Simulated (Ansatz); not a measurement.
Defect migration in polar orthorhombic HfO2: interstitial Li, charge state +1. Calculation: PBE, PAW (plane waves to 420 eV; Ansatz, a first-principles code).

96-site cell at the relaxed PBE lattice, the Γ point alone, smearing 0.01 eV, spin-restricted, no finite-size correction. No zero-point or tunnelling terms. Spin-orbit coupling is left out. The host's phase is taken as given; its stability against other phases was not computed. The charge state is imposed; whether it is stable for some Fermi level was not computed. Sites that were not tried may lie lower.

Barriers: single points on a 2×2×2 k-point mesh shifted by half a step at the bands' geometries.

The step: one Li atom jumps by itself. Atoms about the jump, Cartesian Å from the middle of the jump, before and after:

```
atom     x0     y0     z0     x1     y1     z1
----  -----  -----  -----  -----  -----  -----
Li1    0.72   0.00  -1.28  -0.72   0.00   1.28
O2     0.64   1.34   0.36   0.58   1.33   0.50
O3    -2.09   0.72   0.45  -2.06   0.76   0.42
O4    -0.17  -1.26  -0.12  -0.15  -1.28  -0.07
Hf5   -1.70  -0.31  -1.37  -1.51  -0.32  -1.42
O6    -0.58   1.33  -2.05  -0.60   1.38  -2.11
Hf7    1.51  -0.29   1.28   1.70  -0.31   1.19
Hf8   -1.14   2.38   1.16  -1.18   2.52   1.16
O9     0.12  -1.32   2.47   0.17  -1.26   2.44
Hf10   1.18   2.53  -1.39   1.15   2.37  -1.36
O11   -0.58   1.36   2.95  -0.64   1.34   2.91
O12   -2.82  -1.66  -0.09  -2.76  -1.66  -0.10
```

Problem. Predict the transition state.

Solution. 
```tsv
atom	x	y	z
Li1	-0.41	0.38	0.13
O2	0.74	1.47	0.63
O3	-2.04	0.76	0.48
O4	-0.16	-1.30	-0.19
Hf5	-1.66	-0.45	-1.60
O6	-0.62	1.32	-1.96
Hf7	1.70	-0.29	1.29
Hf8	-1.19	2.52	1.24
O9	0.15	-1.27	2.39
Hf10	1.16	2.39	-1.35
O11	-0.63	1.42	3.04
O12	-2.77	-1.64	-0.18
```
It lies 1.09 eV above the start and 1.09 eV above the end. The program found a first-order saddle point.
